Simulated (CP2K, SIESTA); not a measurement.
A CP2K input for a self-consistent single point of ZnO (P6_3mc, 4 atoms in the cell) (DFT PBE, GPW, DZVP-MOLOPT-PBE-GTH basis, GTH-PBE potentials (POTENTIAL_UZH)):

```
&GLOBAL
  PROJECT zno
  RUN_TYPE ENERGY_FORCE
  PRINT_LEVEL MEDIUM
&END GLOBAL
&FORCE_EVAL
  METHOD Quickstep
  STRESS_TENSOR ANALYTICAL
  &DFT
    BASIS_SET_FILE_NAME BASIS_MOLOPT_UZH
    POTENTIAL_FILE_NAME POTENTIAL_UZH
    &QS
      METHOD GPW
      EPS_DEFAULT 1E-11
    &END QS
    &MGRID
      CUTOFF 600
      REL_CUTOFF 40
      NGRIDS 5
    &END MGRID
    &SCF
      SCF_GUESS ATOMIC
      EPS_SCF 1E-6
      MAX_SCF 100
      ADDED_MOS 7
      &DIAGONALIZATION
        ALGORITHM STANDARD
      &END DIAGONALIZATION
      &MIXING
        METHOD BROYDEN_MIXING
        ALPHA 0.3
        NBUFFER 8
      &END MIXING
      &SMEAR ON
        METHOD FERMI_DIRAC
        ELECTRONIC_TEMPERATURE [K] 116.05
      &END SMEAR
    &END SCF
    &KPOINTS
      SCHEME MONKHORST-PACK 6 6 4
      GAMMA_CENTERED T
    &END KPOINTS
    &XC
      &XC_FUNCTIONAL PBE
      &END XC_FUNCTIONAL
    &END XC
    &PRINT
      &MO
        EIGENVALUES T
        OCCUPATION_NUMBERS T
        NDIGITS 8
        FILENAME mo
        &EACH
          QS_SCF 0
        &END EACH
        ADD_LAST NUMERIC
      &END MO
      &MULLIKEN ON
      &END MULLIKEN
    &END PRINT
  &END DFT
  &SUBSYS
    &CELL
      A 3.23735000 0.00000000 0.00000000
      B -1.61867500 2.80362700 0.00000000
      C 0.00000000 0.00000000 5.22206000
      PERIODIC XYZ
    &END CELL
    &COORD
      SCALED
      Zn       0.66666700     0.33333300     0.50059000
      Zn       0.33333300     0.66666700     0.00059000
      O        0.66666700     0.33333300     0.87972000
      O        0.33333300     0.66666700     0.37972000
    &END COORD
    &KIND Zn
      BASIS_SET DZVP-MOLOPT-PBE-GTH-q12
      POTENTIAL GTH-PBE-q12
    &END KIND
    &KIND O
      BASIS_SET DZVP-MOLOPT-PBE-GTH-q6
      POTENTIAL GTH-PBE-q6
    &END KIND
  &END SUBSYS
  &PRINT
    &FORCES ON
    &END FORCES
    &STRESS_TENSOR ON
    &END STRESS_TENSOR
  &END PRINT
&END FORCE_EVAL
```

Question: Translate this input to SIESTA.

Answer: One input that does it (others would too):

```
# files in the folder: Zn.psml O.psml (PseudoDojo PBE standard)
SystemName  ZnO
SystemLabel zno

NumberOfAtoms                4
NumberOfSpecies              2
%block ChemicalSpeciesLabel
  1 30 Zn
  2 8 O
%endblock ChemicalSpeciesLabel
LatticeConstant              3.237350 Ang
%block LatticeVectors
     1.000000000    0.000000000    0.000000000
    -0.500000000    0.866025298    0.000000000
     0.000000000    0.000000000    1.613066242
%endblock LatticeVectors
AtomicCoordinatesFormat      ScaledCartesian
%block AtomicCoordinatesAndAtomicSpecies
     0.500000500    0.288674811    0.807484830  1
    -0.000000500    0.577350488    0.000951709  1
     0.500000500    0.288674811    1.419046635  2
    -0.000000500    0.577350488    0.612513514  2
%endblock AtomicCoordinatesAndAtomicSpecies

XC.functional                GGA
XC.authors                   PBE
PAO.BasisSize                DZP
PAO.EnergyShift              0.005 Ry
MeshCutoff                   400 Ry
%block kgrid.MonkhorstPack
    6   0   0  0.0
    0   6   0  0.0
    0   0   4  0.0
%endblock kgrid.MonkhorstPack
OccupationFunction           FD
ElectronicTemperature        10.0 meV

MaxSCFIterations             150
SCF.Mixer.Method             Pulay
SCF.Mixer.Weight             0.1
SCF.Mixer.History            8
SCF.DM.Tolerance             1.0E-05
Diag.ParallelOverK           true
WriteForces                  true
Charge.Mulliken              end
```

Basis settings and potentials, where a program has them, do not carry over. This input uses DFT, GGA PBE, numerical atomic orbitals DZP, PseudoDojo PBE standard norm-conserving potentials (rewritten from UPF to PSML).

The starting cell comes from a database of computed structures (which also holds hypothetical and non-ambient phases and stackings), without a prior relaxation at this level.
